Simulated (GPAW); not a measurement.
Band structure of Li₃Mg (I4/mmm, 4 atoms in the cell).

```
Li3Mg
1.0
   -2.15793     2.15793     4.27820
    2.15793    -2.15793     4.27820
    2.15793     2.15793    -4.27820
Li Mg
3 1
Cartesian
  0.00000   0.00000   4.27820
  2.15793   0.00000   2.13910
  0.00000   2.15793   2.13910
  0.00000   0.00000   0.00000
```

Method of the run: PBEsol, GPAW PAW datasets PBEsol (made by gpaw-setup) (plane waves; GPAW).

Settings: mode = pw; ecut = 850 eV; xc = PBEsol; kpts = 11 11 11; mesh shift (steps) = 0 0 0; occupations.name = fermi-dirac; occupations.width = 0.05 eV; nbands = -12; convergence.density = 1e-05 e/electron; convergence.energy = 1e-05 eV/electron; symmetry.symmorphic = false; symmetry.tolerance = 0.0005; maxiter = 150; bandpath_npoints = 40.

The starting cell comes from a database of computed structures (which also holds hypothetical and non-ambient phases and stackings), without a prior relaxation at this level.

Levels in eV from the Fermi level, bands 4 to 10:
```json
[
 {"point": "Γ", "4": "-42.70", "5": "-4.71", "6": "1.24", "7": "3.06", "8": "3.06", "9": "3.13", "10": "3.13"},
 {"point": "X", "4": "-42.70", "5": "-1.77", "6": "-1.08", "7": "-0.57", "8": "-0.29", "9": "1.48", "10": "2.49"},
 {"point": "Y", "4": "-42.70", "5": "-2.01", "6": "-0.88", "7": "-0.88", "8": "-0.86", "9": "2.70", "10": "3.47"},
 {"point": "S", "4": "-42.70", "5": "-2.85", "6": "-1.63", "7": "-1.54", "8": "2.20", "9": "3.82", "10": "4.27"},
 {"point": "Z", "4": "-42.70", "5": "-3.53", "6": "-2.36", "7": "1.13", "8": "1.13", "9": "3.68", "10": "3.82"},
 {"point": "S1", "4": "-42.70", "5": "-2.85", "6": "-1.63", "7": "-1.54", "8": "2.20", "9": "3.82", "10": "4.27"},
 {"point": "N", "4": "-42.70", "5": "-3.08", "6": "-2.09", "7": "0.84", "8": "0.85", "9": "3.50", "10": "3.60"},
 {"point": "P", "4": "-42.70", "5": "-1.67", "6": "-0.86", "7": "-0.86", "8": "-0.65", "9": "2.61", "10": "3.45"},
 {"point": "Y1", "4": "-42.70", "5": "-2.01", "6": "-0.88", "7": "-0.88", "8": "-0.86", "9": "2.70", "10": "3.47"}
]
```

Bands cross the Fermi level along this path, so the cell is metallic at this level.
